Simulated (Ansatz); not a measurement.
The reference is Ca in the fcc (Cu type) structure (space group Fm-3m, No. 225; a = 5.456 Å; relaxed with 0.1 eV smearing). Axes: x, y, z lie along the cube axes.

Method: DFT with PBEsol, PAW potentials and a 420 eV plane-wave cutoff in Ansatz (a quantum-chemistry and plane-wave program), no spin-orbit coupling.

Strains are applied to the cell and any free atomic positions relax; under biaxial strain the out-of-plane vector relaxes too.

One change was made to it. Results:

The pressure (mean of the normal stresses, compression positive) hardly moves (0.0 GPa against -0.1 GPa); the band gap stays zero; the volume per atom rises by 0.285 Å³, from 40.60 Å³ to 40.88 Å³.

Question: Which of these changes matches the shifts?
A) biaxial strain +0.42 %, plane normal [111], relaxed out of plane
B) biaxial strain −2.08 %, plane normal [111], relaxed out of plane
C) biaxial strain −1.25 %, plane normal [111], relaxed out of plane
D) biaxial strain +2.08 %, plane normal [111], relaxed out of plane

Answer: A, biaxial strain +0.42 %, plane normal [111], relaxed out of plane. For comparison, the volume per atom in the other runs: biaxial strain +2.08 %, plane normal [111], relaxed out of plane gives 41.97 Å³; biaxial strain −1.25 %, plane normal [111], relaxed out of plane gives 39.77 Å³; biaxial strain −2.08 %, plane normal [111], relaxed out of plane gives 39.21 Å³.

Stability against distortions was not tested.
